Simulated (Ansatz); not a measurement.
CrAgO2 under a change: biaxial strain −0.70 %, plane normal [001], relaxed out of plane

The reference is CrAgO₂ (space group R-3m, No. 166; a = 2.9662 Å, c = 18.4554 Å (hexagonal axes); ferromagnetic; a model cell). Axes: x lies along a and z along c of the hexagonal cell.

Perturbation: biaxial strain −0.70 %, plane normal [001], relaxed out of plane (Cartesian); in-plane vectors clamped, the third vector and the atoms free.

Level of theory: Kohn–Sham DFT with the PBEsol functional, run in Ansatz (a first-principles code) with PAW and 420 eV plane waves, spin-orbit coupling left out. k-mesh 13×13×13 (Γ-centred); smearing 0.05 eV (Fermi–Dirac).

* **Volume per atom**: 11.61 Å³ (base 11.72 Å³)
* **Space group**: R-3m (No. 166) (base R-3m (No. 166))
* **Shortest interatomic distance**: 3.721 bohr (base 3.732 bohr)
* **Energy relative to the base (free energy F)**: +1.0 meV/atom
* **Pressure (mean of the normal stresses, compression positive)**: 1.30 GPa (base 0.00 GPa)
* **Band gap**: 0.17 eV (base 0.28 eV)
* **Gap character**: indirect, S₂–F (12 % along) → Γ (base indirect, S₂–F (12 % along) → Γ)
* **Width of the top valence band**: 3.25 eV (base 3.19 eV)
* **Electron mass**: 0.24 mₑ out of plane, 1.7 mₑ in plane (at Γ) (base 0.25 mₑ along c, 1.7 mₑ across (at Γ))
* **Magnetic state**: ferromagnetic (base ferromagnetic)
* **Largest site moment**: 2.34 μB (base 2.35 μB)
* **Out-of-plane strain**: +0.44 %
* **Mean in-plane stress (compression positive)**: +1.9 GPa

Effective masses come from finite differences of ±0.01 Å⁻¹. No phonon test of stability was made. No Hubbard U is applied and the magnetic state is the run's own (CrAgO2 ferromagnetic); small cells can't hold the antiferromagnetic order that many such compounds have, so gaps and moments can be off. A gap here joins edges of opposite spin (a spin-flip gap). The zero or small gap of CrAgO2 can change with the level of theory.
